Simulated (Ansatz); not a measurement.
The parent structure is GaN in the wurtzite structure (space group P6_3mc, No. 186; a = 3.1833 Å, c = 5.1839 Å). Axes: x lies along a and z along c of the hexagonal cell.

Structures relaxed with Kohn–Sham DFT with the r2SCAN functional, run in Ansatz (a first-principles code) with PAW and 500 eV plane waves, no spin-orbit coupling, earlier PAW set.

Base:

Simulated powder pattern, Cu Kα1, λ = 1.54056 Å (kinematic, ideal powder, no thermal factors, no anomalous dispersion; the 8 strongest lines at most, above 2 %, up to 2θ = 90°):

```
2θ (°)  I/Imax (%)    hkl
------  ----------  -----
32.45           43  (100)
34.58           36  (002)
36.90          100  (101)
48.15           21  (102)
57.89           30  (110)
63.49           31  (103)
69.21           26  (112)
70.65           15  (201)
```

Perturbation: tensile biaxial strain of 1.53 % in the plane normal to [001], as in epitaxy on a mismatched substrate; the out-of-plane cell vector and the atoms relax.

**Question.** Predict the new powder pattern.

**Answer.** 
Simulated powder pattern, Cu Kα1, λ = 1.54056 Å (kinematic, ideal powder, no thermal factors, no anomalous dispersion; the 8 strongest lines at most, above 2 %, up to 2θ = 90°):

| 2θ (°) | d (Å) | I/Imax (%) | hkl |
|---|---|---|---|
| 31.95 | 2.799 | 44 | (100) |
| 34.83 | 2.573 | 35 | (002) |
| 36.51 | 2.459 | 100 | (101) |
| 47.98 | 1.894 | 21 | (102) |
| 56.93 | 1.616 | 31 | (110) |
| 63.55 | 1.463 | 30 | (103) |
| 68.51 | 1.369 | 27 | (112) |
| 69.55 | 1.350 | 15 | (201) |

The indices refer to the base's conventional cell; one index is shown for lines that coincide.

Stability against distortions was not tested.
